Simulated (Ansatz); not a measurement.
WP2 (C2/m, No. 12, 6 atoms in the cell; start mp-11329): properties by level of theory

| level (code) | bulk modulus (GPa) | cohesive energy (eV/atom) |
|---|---|---|
| LDA (Ansatz) | 211 | 6.84 |
| PBEsol (Ansatz) | 204 | 6.14 |
| r²SCAN (Ansatz) | 196 | 5.30 |

Caveats: the bulk modulus is −V dP/dV from two relaxed cells at ±2 % in volume (LDA, PBEsol, r²SCAN); the relaxation could not lower the start's symmetry, so the cell can be a saddle point above a distorted one (LDA, PBEsol, r²SCAN). Ansatz's density-functional and Hartree–Fock values are scalar-relativistic unless marked +SOC, with PAW data made under PBE.

Unless a cell is named, each level is at its own relaxed cell (LDA 14.22, PBEsol 14.42, r²SCAN 14.71 Å³/atom).

Free atoms are spin-polarised, in the lowest state found; at levels without +SOC their spin–orbit coupling is left out.

Computed values are for the static lattice.

A start named mp-… is a Materials Project structure, which need not be a measured phase.

Ansatz is an electronic-structure program.
